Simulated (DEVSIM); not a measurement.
Structure: abrupt Si n-p junction, at 300 K.

Layer 1 from the left is Si, thickness (μm) 0.240, Nd (cm⁻³) 9.2e16, τn (s) 0.00027, τp (s) 0.00027. Layer 2 from the left is Si, thickness (μm) 9.00, Na (cm⁻³) 1e15, τn (s) 0.00027, τp (s) 0.00027.

Left contact: ohmic. Right contact: ohmic. Voltage is applied to the left contact. Recombination: SRH at mid-gap, radiative. Mobility is μmin + (μ − μmin)/(1 + (N/Nref)^α).

The device is made up for the run: typed textbook-type constants, with dimensions and the other settings drawn at random. Values at 300 K.

Si: gap (eV) 1.124, affinity (eV) 4.05, permittivity 11.7, Nc (cm⁻³) 2.86e19, Nv (cm⁻³) 3.1e19, μn (cm²/Vs) 1417, μp (cm²/Vs) 470, μn,min 52, μp,min 45, Nref,n 9.7e16, Nref,p 2.2e17, αn 0.68, αp 0.72, B (cm³/s) 4.7e-15.

Model (solved in DEVSIM): 1D drift-diffusion, Boltzmann statistics, complete ionisation; no tunnelling, impact ionisation, image-force lowering or self-heating.

Dark forward current:

```csv
|V| (V),|J| (A/cm²)
0.05,5.255e-9
0.10,4.118e-8
0.15,2.879e-7
0.20,1.985e-6
0.25,1.366e-5
0.30,9.395e-5
0.35,0.0006459
0.40,0.004436
0.45,0.03038
0.50,0.2051
0.55,1.286
0.60,6.376
0.65,22.00
0.70,54.92
0.75,109.1
0.80,186.1
0.85,285.7
0.90,406.8
0.95,547.8
1.00,706.1
1.05,879.0
1.10,1063
1.15,1256
1.20,1455
1.25,1655
1.30,1857
```

Question: Work out the local ideality factor n = ΔV / (kT/q · ln(J2/J1)) between the rows 0.15 and 0.20 V, 1.25 and 1.30 V.

Answer: kT/q = 25.85 mV. From 0.15 to 0.20 V: ln(1.985e-6/2.879e-7) = 1.931, n = 1.00, near the 1 of diffusion or emission over a barrier. From 1.25 to 1.30 V: ln(1857/1655) = 0.115, n = 16.80.

Question: Estimate the current at 0.35 V from the Shockley equation with J0 = Σ q ni² D/(N L) coth(W/L), τ joining the SRH, radiative and Auger lifetimes that are on, and W taken as the whole layer.

Answer: ni² = 1.16e20 cm⁻⁶; holes in the n layer: μ = 322 cm²/Vs, D = 8.33 cm²/s, τ = 0.000242 s, L = 449 μm, W/L = 0.00053, term 7.00e-11 A/cm²; electrons in the p layer: μ = 1360 cm²/Vs, D = 35.1 cm²/s, τ = 0.000270 s, L = 973 μm, W/L = 0.0092, term 7.24e-10 A/cm². J0 = 7.94e-10 A/cm², and J = J0 exp(qV/kT) = 0.000603 A/cm². The simulation gives 0.000646 A/cm²; the estimate lies 6.7 % below. The estimate leaves out recombination in the depletion region and that region's share of W.
